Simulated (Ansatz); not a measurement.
An Ansatz (an electronic-structure program) run: ZnSiP2 with a change (biaxial strain −0.90 %, plane normal [001], relaxed out of plane); PBEsol, PAW, 420 eV (Ansatz; no spin-orbit coupling).

Input:

Ansatz 0.2 input:
```yaml
crystal:
  lattice:
    - [5.3050857032, 0, 0]
    - [0, 5.3050857032, 0]
    - [2.6525428516, -2.6525428516, 5.2458922423]
  atoms:
    - { symbol: Zn, position: [0.25, 0.25, 0.5] }
    - { symbol: Zn, position: [0, 0, 0] }
    - { symbol: Si, position: [0.75, 0.75, 0.5] }
    - { symbol: Si, position: [0.5, 0.5, 0] }
    - { symbol: P, position: [0.3895344905, 0.625, 0.75] }
    - { symbol: P, position: [0.8604655095, 0.125, 0.75] }
    - { symbol: P, position: [0.125, 0.3895344905, 0.25] }
    - { symbol: P, position: [0.625, 0.8604655095, 0.25] }
basis: { ecutwfc: 420, ecutrho_ratio: 4, xc_grid: 2, fft_grid_basis: typed }
kpoints: { mp_grid: { grid: [9, 9, 9] } }
hamiltonian:
  xc: pbesol
  dispersion: none
  pseudopotentials: { kind: paw }
scf: { occupations: { method: fermi_dirac, width: 0.05 } }
relax: { f_tol: 0.005, max_steps: 50, cell: { stress_tol: 0.01, fix: [a, b, gamma] } }
output: { forces: true, stress: true }
checkpoint: { write: state.ck, write_every: 1000 }
```

Output (explanatory and most iteration lines left out):

```
Relaxation: its limit of steps is 50 (relax.max_steps)
Pseudopotential: Zn, paw, valence charge 12
Pseudopotential: Si, paw, valence charge 4
Pseudopotential: P, paw, valence charge 5
Crystal: 8 atoms, lattice volume = 147.640 Å³
Basis set: ecut = 420 eV, 2897 PW (Γ), exchange–correlation on 72×72×90 points (8 copies of the dense FFT grid, shifted against one another)
Bands: 34, of which v1, the nominal top of the filled ones, is band 26 counted from 1 (25 counted from 0)
Symmetry: 8 space group operations
Space group: I-42d (ITA 122), of the structure as read, at distance tolerance 5.3e-5 Å
k-points: 75 of 729 (time reversal used)
Functional: x = pbesol(κ = 0.804, μ = 0.12345679012345678), c = pbesol(β = 0.046)
SCF iter   1: F=—  HF=-10767.511400 eV  |F-HF|=—  |Δ(HF+E_count)|=         —  Δρ=4.17e-3  dr2=2.61e-2  ethr=1.77e-3  ⟨swp⟩=9.5  Hψ=14893  notcnv=0  defer=4
SCF iter   2: F=—  HF=-10767.503029 eV  |F-HF|=—  |Δ(HF+E_count)|=   8.37e-3  Δρ=1.66e-3  dr2=6.27e-3  ethr=5.02e-5  ⟨swp⟩=2.0  Hψ=5035  notcnv=0  defer=133
SCF 1 converged in 7 iterations: F = -10767.501308 eV  dr2 = 1.58e-8
relax step   1: F+E_penalty+E_count = -10767.50130834 eV  Δ(F+E_penalty+E_count) = +0.000e0 eV  max|allowed force component| = 4.703e-2 eV/Å  Δτ_max = 0.0000 Å  P = +1.318 GPa  Ω = 147.640 Å³  fix = [a, b, gamma]  reactions: a +1.661, b +1.661 GPa  (7 SCF iters, dr2 threshold 1.00e-7 eV, accepted)
[... steps on the carried basis left out ...]
relax step   3: F+E_penalty+E_count = -10767.50261176 eV  Δ(F+E_penalty+E_count) = -8.007e-5 eV  max|allowed force component| = 3.700e-3 eV/Å  Δτ_max = 0.0013 Å  P = +0.878 GPa  Ω = 148.252 Å³  energy of the carried Pulay correction = -2.011e-4 eV  fix = [a, b, gamma]  reactions: a +1.320, b +1.320 GPa  (5 SCF iters, dr2 threshold 4.88e-8 eV, accepted)
Crystal: 8 atoms, lattice volume = 148.252 Å³
SCF iter   1: F=—  HF=-10767.502783 eV  |F-HF|=—  |Δ(HF+E_count)|=         —  Δρ=7.17e-5  dr2=1.69e-7  ethr=7.52e-8  ⟨swp⟩=4.1  Hψ=23119  notcnv=0
SCF iter   2: F=—  HF=-10767.502809 eV  |F-HF|=—  |Δ(HF+E_count)|=   2.57e-5  Δρ=3.66e-5  dr2=6.34e-8  ethr=3.24e-10  ⟨swp⟩=2.5  Hψ=4604  notcnv=0
SCF 4 converged in 7 iterations: F = -10767.502819 eV  dr2 = 5.36e-13
SCF converged after 7 iterations
Free energy (F): -10767.502819 eV
Internal energy: -10767.502818 eV  (E = F + TS)
E sigma→0 (E₀):  -10767.502819 eV
Entropy (-TS):   -0.000000 eV (-0.000 meV/atom)
Fermi energy:    7.615578 eV
--- Forces (eV/Å), atoms counted from 1 ---
  atom   1  Zn     0.00000000     0.00000000     0.00000000
  atom   2  Zn     0.00000000     0.00000000     0.00000000
  atom   3  Si     0.00000000    -0.00000000     0.00000000
  atom   4  Si    -0.00000000    -0.00000000     0.00000000
  atom   5  P     -0.00372161     0.00000000     0.00000000
  atom   6  P      0.00372161    -0.00000000    -0.00000000
  atom   7  P      0.00000000    -0.00372161    -0.00000000
  atom   8  P      0.00000000     0.00372161    -0.00000000
--- Stress (GPa, compression-positive) ---
        1.320968       0.000000       0.000000
        0.000000       1.320968       0.000000
        0.000000       0.000000      -0.004371
  P = ⅓ Tr σ = 0.8792 GPa (8.792 kbar)
--- Relaxed structure (3 steps of the walk, 3 accepted, 1 SCFs on fresh bases) ---
  cell:  # Å, volume = 148.2520 Å³
    - [5.3050857032, 0.0, 0.0]
    - [0.0, 5.3050857032, 3.866293573761928e-34]
    - [2.6525428516, -2.6525428516, 5.267634691663542]
  atoms:
    - { symbol: Zn, position: [0.25, 0.24999999999999997, 0.49999999999999994] }
    - { symbol: Zn, position: [2.042069919934296e-35, -1.1344832888523866e-35, 1.2868893973670072e-85] }
    - { symbol: Si, position: [0.75, 0.75, 0.49999999999999994] }
    - { symbol: Si, position: [0.5, 0.5, -1.835655266474588e-35] }
    - { symbol: P, position: [0.38894542984781877, 0.6249999999999999, 0.7499999999999998] }
    - { symbol: P, position: [0.8610545701521813, 0.12499999999999989, 0.7499999999999998] }
    - { symbol: P, position: [0.125, 0.3889454298478186, 0.24999999999999997] }
    - { symbol: P, position: [0.625, 0.8610545701521815, 0.24999999999999997] }
```

Whether these cells are dynamically stable was not tested. The cell was made from ZnSiP2 in the chalcopyrite structure (space group I-42d, No. 122) by this change: biaxial strain −0.90 %, plane normal [001], relaxed out of plane.
